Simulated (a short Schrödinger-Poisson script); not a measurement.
## Gated In0.52Al0.48As/In0.53Ga0.47As modulation-doped gas in a quantum well

System: gated In0.52Al0.48As/In0.53Ga0.47As modulation-doped gas in a quantum well, at 300 K.

| layer | material | thickness (nm) | Nd (cm⁻³) | Na (cm⁻³) |
|---|---|---|---|---|
| 1 | In0.52Al0.48As | 10 | - | - |
| 2 | In0.52Al0.48As | 30 | 8e17 | - |
| 3 | In0.52Al0.48As | 2 | - | - |
| 4 | In0.53Ga0.47As | 20 | - | - |
| 5 | In0.52Al0.48As | 4000 | - | 2e14 |

Constants are typed, rounded textbook-type inputs, not results; the design itself was drawn at random and stands for no fabricated device. In0.52Al0.48As: permittivity 12.5, conduction-band edge (eV) 0.52, gap (eV) 1.45, electron mass (mₑ) 0.075, Nv at 300 K (cm⁻³) 1.1e19. In0.53Ga0.47As: permittivity 13.9, conduction-band edge (eV) 0, gap (eV) 0.74, Nv at 300 K (cm⁻³) 7.7e18.

Channel valleys (confinement mass, in-plane density-of-states mass, number): Γ 0.041, 0.041, 1. At the gate the conduction-band edge of layer 1 lies 0.65 eV − eVg above the Fermi level of the channel; the field vanishes at the back. The barrier under the gate holds no holes. Gaps are held at their typed values at every temperature. Mesh 0.08 nm at interfaces.

From a short Schrödinger-Poisson script (our own, NumPy): 1D Poisson equation in equilibrium, electrons quantum, Hartree (BenDaniel-Duke, 40 states a valley, the channel's in-plane mass for all, wave functions free to enter the barrier), parabolic valleys, classical holes, full ionisation, no traps, pinning or gate leakage.

| Vg (V) | electrons (cm⁻²) | in the channel layer | C (μF/cm²) | Γ E0 (meV) | Γ E1 (meV) |
|---|---|---|---|---|---|
| 0.4 | 1.55e12 | 1.50e12 | 0.268 | -66.2 | -3.5 |
| 0.1 | 1.11e12 | 1.09e12 | 0.227 | -46.5 | 10.1 |
| -0.2 | 6.88e11 | 6.80e11 | 0.220 | -23.6 | 28.3 |
| -0.5 | 2.90e11 | 2.87e11 | 0.202 | 8.2 | 57.5 |
| -0.8 | 6.99e9 | 6.95e9 | 0.0407 | 110.8 | 160.4 |

Gate voltages with under 1e6 electrons/cm² are left out.

Subbands count from the Fermi level.
